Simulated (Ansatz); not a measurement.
Ansatz (a first-principles code), DFT, PBE, plane waves, its default PAW files: Cu(100) slab of 12 layers, 1x1, atoms displaced (Cu12), unrelaxed, 12 atoms. Basis and mesh were picked for this test and aren't claimed converged.

| Quantity | Value |
|---|---|
| cell | 2.56, 2.56, 39.88 Å; 90, 90, 90° |
| distance to the nearest atom | 2.47 to 2.54 Å |
| task | single point |
| k mesh | 10×10×1 |
| hamiltonian.xc | pbe |
| kind of files | paw |
| scf.occupations.method | fermi_dirac |
| scf.occupations.width | 0.1 eV |
| scf.initial_density.chi_scale | 0.1 |
| output.forces | true |
| binding of workers (--pin) | off |
| k-point pools (--kpoint-pools) | 1 |
| memory maximum (--max-ram) | 8GiB |
| accuracy | medium (default) |
| basis.precision | auto (default) |
| basis.xc_grid | 2 (default) |
| scf.eigensolver.kind | auto (default) |
| scf.convergence.dr2_threshold | 1e-07 (default) |
| scf.lower_state_search | light (default) |
| k-points after symmetry | 52 |
| bands at the start | 127 |
| electrons | 228 |
| plane waves at Γ | 5105 |
| cutoff (eV) | 420 |
| FFT grid | 18×18×270 |
| symmetry operations | 1 |

Settings of this run: scf.mixing.algorithm = auto, scf.mixing.preconditioner = none; 4 threads.

```tsv
iteration	dr2 (eV)	Hψ
1	5.68e1	25093
2	5.66e1	18349
3	1.69e2	17536
4	6.82e3	8690
5	4.26e3	11514
6	5.17e2	11668
7	5.21e1	8141
8	7.79e0	8300
9	6.53e0	6657
10	1.44e0	6986
11	7.09e-1	7543
12	2.07e-1	8208
13	2.21e-1	7865
14	1.32e-1	6908
15	3.68e-2	7194
16	4.93e-3	7915
17	1.21e-2	7771
18	2.95e-3	6474
19	9.90e-4	6497
20	2.75e-4	7296
21	1.38e-3	8221
22	1.02e-3	6494
23	6.86e-4	6571
24	9.09e-5	6516
25	8.07e-6	6958
26	5.95e-5	8461
27	2.67e-5	6540
28	2.74e-6	6599
29	3.06e-6	6920
30	1.06e-6	6621
31	2.50e-7	6800
32	5.87e-8	24177
```

It converged after 32 SCF iterations.

**Question.** Which change of one setting makes this cycle converge in far fewer steps?

**Answer.** Several could match; the one computed here: scf.mixing.preconditioner = auto (default) (14 SCF iterations) or scf.mixing.preconditioner = ldos (14 SCF iterations), all else kept. The other changes of this size gave: scf.mixing.algorithm = broyden (31); scf.mixing.preconditioner = local_kerker (40); scf.mixing.preconditioner = kerker_dos (46); scf.mixing.preconditioner = kerker (68). In that run the program took: scf.mixing.algorithm MSR1, scf.mixing.preconditioner LDOS, scf.eigensolver.kind band_cg, --slots 4. The first change moves the result by: energy under 0.001 meV/atom, forces (largest component) 0.035 meV/Å. Counts are of single runs.

Keys are those of Ansatz 0.2.
